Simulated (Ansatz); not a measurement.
Start from Mg3Sb2 (space group P-3m1, No. 164; a = 4.569 Å, c = 7.250 Å).

Level of theory: Ansatz (a program for electronic structure) r2SCAN, no spin-orbit coupling, earlier PAW set.

Base values:

The band gap comes out as 0.61 eV. The pressure is 0.00 GPa. The gap character is indirect, Γ → K.

Modification: the cell is scaled by 1.0212 in all directions; the atoms relax in the strained cell.

**Question.** What does the calculation give for the band gap, pressure, energy relative to the base and gap character after the change?

**Answer.** The band gap decreases by 0.03 eV, from 0.61 eV to 0.58 eV; the pressure (mean of the normal stresses, compression positive) goes from zero to -2.54 GPa; the energy increases by 14 meV/atom; the gap character goes from indirect, Γ → K to indirect, Γ → k = (0, 0.417, 0.286) in the run's primitive reciprocal basis.

Spin-orbit coupling, missing from the scalar runs, can matter with Sb. Whether these cells are dynamically stable was not tested.
